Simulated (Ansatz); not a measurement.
BaCu₂S₂ (I4/mmm, No. 139, 5 atoms in the cell; start mp-4255; a measured phase of this formula has another space group), treated with PBEsol+SOC (PAW; Ansatz, a first-principles code).

Numerical settings: plane-wave cutoff 520 eV, 12×12×12 k mesh, Fermi–Dirac smearing 0.01 eV, PAW data made under PBE.

Cell (relaxed with PBEsol):

```xyz
5
Lattice="-1.9187 1.9187 6.2014 1.9187 -1.9187 6.2014 1.9187 1.9187 -6.2014" Properties=species:S:1:pos:R:3 pbc="T T T"
Ba     0.0000     0.0000     0.0000
Cu     0.0000     1.9187     3.1007
Cu     1.9187     0.0000     3.1007
S      0.0000     0.0000     7.9251
S      0.0000     0.0000     4.4777
```

Q: Predict the band gap.

A: 
* **band gap**: 0.36 eV (direct)

A start named mp-… is a Materials Project structure, which need not be a measured phase.
